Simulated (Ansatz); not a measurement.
An Ansatz (a quantum-chemistry and plane-wave program) run: Ge with a change (isotropic strain −2.50 %); r2SCAN/PAW in Ansatz, no spin-orbit coupling.

Input:

Ansatz 0.2 input:
```yaml
crystal:
  lattice:
    - [0, 2.7662651525, 2.7662651525]
    - [2.7662651525, 0, 2.7662651525]
    - [2.7662651525, 2.7662651525, 0]
  atoms:
    - { symbol: Ge, position: [0, 0, 0] }
    - { symbol: Ge, position: [0.25, 0.25, 0.25] }
basis: { ecutwfc: 500, ecutrho_ratio: 4, xc_grid: 4, fft_grid_basis: typed }
kpoints: { mp_grid: { grid: [10, 10, 10] } }
hamiltonian:
  xc: r2scan
  dispersion: none
  pseudopotentials: { kind: paw }
scf: { occupations: { method: fermi_dirac, width: 0.05 }, convergence: { dr2_threshold: 0.0000000002 } }
relax: { f_tol: 0.005, max_steps: 50 }
output: { forces: true, stress: true }
checkpoint: { write: state.ck, write_every: 1000 }
```

Output:

```
Relaxation: its limit of steps is 50 (relax.max_steps)
WARN ansatz: RAYON_NUM_THREADS=1 ignored (pool sized by the plan → 1); use --threads N
Pseudopotentials: kind: paw
Pseudopotential: Ge, paw, valence charge 14
Functional definition: r2SCAN
Crystal: 2 atoms, lattice volume = 42.336 Å³
Basis set: ecut = 500 eV, 1067 PW (Γ), exchange–correlation on 120×120×120 points (64 copies of the dense FFT grid, shifted against one another)
Bands: 18, of which v1, the nominal top of the filled ones, is band 14 counted from 1 (13 counted from 0)
Symmetry: 48 space group operations
Space group: Fd-3m (ITA 227), of the structure as read, at distance tolerance 3.5e-5 Å
k-points: 47 of 1000
PAW frozen core: Ge, regenerated for the run's functional
Initial density: superposition of atomic densities (neutral atoms: chi_scale 0, normalization atom), corrected by the library's trained network
Initial wavefunctions: pseudopotential atomic-orbital guess
Eigensolver: davidson
Functional: x = r2scan, c = r2scan; τ floored in thin density (d = 2e-4 eV/Å³)
SCF iter   1: F=—  HF=-8605.735364 eV  |F-HF|=—  |Δ(HF+E_count)|=         —  Δρ=6.71e-3  dr2=6.79e-3  dr2_τ=6.05e-3  ethr=1.77e-3  ⟨swp⟩=6.0  Hψ=4036  notcnv=0
all-band conjugate gradients solve this SCF's bands
preconditioner: auto → none
SCF iter   2: F=—  HF=-8605.748630 eV  |F-HF|=—  |Δ(HF+E_count)|=   1.33e-2  Δρ=1.44e-3  dr2=4.69e-4  dr2_τ=2.81e-5  ethr=2.43e-5  ⟨swp⟩=2.0  Hψ=2068  notcnv=0
SCF iter   3: F=—  HF=-8605.748564 eV  |F-HF|=—  |Δ(HF+E_count)|=   6.59e-5  Δρ=1.03e-3  dr2=1.41e-4  dr2_τ=1.85e-6  ethr=1.67e-6  ⟨swp⟩=2.0  Hψ=1420  notcnv=0
SCF iter   4: F=—  HF=-8605.748632 eV  |F-HF|=—  |Δ(HF+E_count)|=   6.77e-5  Δρ=1.02e-4  dr2=2.94e-6  dr2_τ=4.50e-8  ethr=5.02e-7  ⟨swp⟩=3.0  Hψ=1533  notcnv=0
SCF iter   5: F=—  HF=-8605.748628 eV  |F-HF|=—  |Δ(HF+E_count)|=   3.33e-6  Δρ=2.56e-5  dr2=1.77e-7  dr2_τ=1.29e-9  ethr=1.05e-8  ⟨swp⟩=2.0  Hψ=1423  notcnv=0
SCF iter   6: F=—  HF=-8605.748628 eV  |F-HF|=—  |Δ(HF+E_count)|=   7.37e-8  Δρ=1.08e-6  dr2=2.56e-10  dr2_τ=2.03e-11  ethr=6.31e-10  ⟨swp⟩=2.0  Hψ=1504  notcnv=0
SCF iter   7: F=-8605.748628 eV  HF=-8605.748628 eV  |F-HF|=2.55e-11  |Δ(HF+E_count)|=  2.36e-10  Δρ=2.23e-7  dr2=1.27e-11  dr2_τ=1.75e-13  ethr=1.00e-12  ⟨swp⟩=4.0  Hψ=2625  notcnv=0
SCF 1 converged in 7 iterations: F = -8605.748628 eV  dr2 = 1.27e-11
relax step   1: F+E_penalty+E_count = -8605.74862842 eV  Δ(F+E_penalty+E_count) = +0.000e0 eV  max|allowed force component| = 9.252e-18 eV/Å  Δτ_max = 0.0000 Å  (7 SCF iters, accepted)
Crystal: 2 atoms, lattice volume = 42.336 Å³
Initial density: handed on by an earlier stage of this run
Initial wavefunctions: those handed on with the density
iter 1 solved again at ethr=1.00e-12 eV; its pass at ethr=3.10e-3 eV (dr2=1.25e-11 eV) is discarded
SCF iter   1: F=—  HF=-8605.748628 eV  |F-HF|=—  |Δ(HF+E_count)|=         —  Δρ=2.23e-7  dr2=1.27e-11  dr2_τ=1.75e-13  ethr=1.00e-12  ⟨swp⟩=1.0  Hψ=3965  notcnv=0
preconditioner: auto → none
SCF iter   2: F=-8605.748628 eV  HF=-8605.748628 eV  |F-HF|=3.64e-12  |Δ(HF+E_count)|=  1.09e-11  Δρ=8.53e-8  dr2=2.06e-12  dr2_τ=8.28e-14  ethr=1.00e-12  ⟨swp⟩=3.0  Hψ=2350  notcnv=0
SCF 2 converged in 2 iterations: F = -8605.748628 eV  dr2 = 2.06e-12
the relaxation is at rest under the 48 symmetry operations that the run kept from its start: a minimum is not shown …
SCF converged after 2 iterations
Free energy (F): -8605.748628 eV
Harris-Foulkes:  -8605.748628 eV  (|F-HF|=3.64e-12)
Internal energy: -8605.748619 eV  (E = F + TS)
E sigma→0 (E₀):  -8605.748624 eV
Entropy (-TS):   -0.000010 eV (-0.005 meV/atom)
Fermi energy:    9.621475 eV
--- Per-component energies (eV) ---
  E_band       = -295.311006
  E_kinetic    = 224.328779
  E_local      = -4846.933881  (includes V_loc(G=0)·N_el)
  E_nonlocal   = 841.003793
  E_hartree    = 2134.149966
  E_xc         = -139.383989
  E_vxc        = -137.426002  (∫ρ·V_xc dr)
  E_paw        = -4068.754215  (= ΣΔE_a)
  E_vpaw       = -652.244499  (= ΣTr[D̂ρ^β])
  E_aug_tail   = 0.000025  (compensation charges beyond the density's cutoff)
  E_vtau       = 7.660905  (kinetic-family band-sum trace: ∫τ·v_τ [+ j·A + Jᵃ·Aᵃ] dr)
  E_ewald      = -2747.987567
  E_core_change = -2.171532  (= ΣΔE_core)
  E_smearing   = -0.000010  (= −TS)
  E_closure    = 0.000000  (closes the sum)
  Σ components = -8605.748628   (vs F -8605.748628, Δ=0.00e0)
  [band-id]    e_kinetic+e_local+e_nonlocal+2·e_hartree+e_vxc+e_vpaw+e_augmentation_tail+e_vtau = -295.310946   (vs E_band -295.311006, Δ=6.01e-5)
--- Forces (eV/Å), atoms counted from 1 ---
  atom   1  Ge     0.00000000    -0.00000000    -0.00000000
  atom   2  Ge     0.00000000     0.00000000    -0.00000000
  max |Σ_I F_I| component: 7.40e-17 eV/Å
--- Stress (GPa, compression-positive) ---
        6.495700      -0.000000      -0.000000
       -0.000000       6.495700      -0.000000
       -0.000000      -0.000000       6.495700
  P = ⅓ Tr σ = 6.4957 GPa (64.957 kbar)
  The stress holds the Pulay correction. Without it, at fixed plane waves, as pw.x and ABINIT print it: P = 6.4431 GPa
  The stress includes an estimate of the error left by incomplete SCF convergence (largest component -0.0000 GPa).
--- Band table ---
  band table: none
--- Relaxed structure (1 steps of the walk, 1 accepted, 0 SCFs on fresh bases) ---
  F+E_penalty+E_count = -8605.74862842 eV   max|allowed force component| = 9.252e-18 eV/Å
  atoms:
    - { symbol: Ge, position: [0.0, 0.0, 0.0] }
    - { symbol: Ge, position: [0.25, 0.25, 0.25] }
```

No phonon test of stability was made. The cell was made from Ge in the diamond structure (space group Fd-3m, No. 227) by this change: isotropic strain −2.50 %.
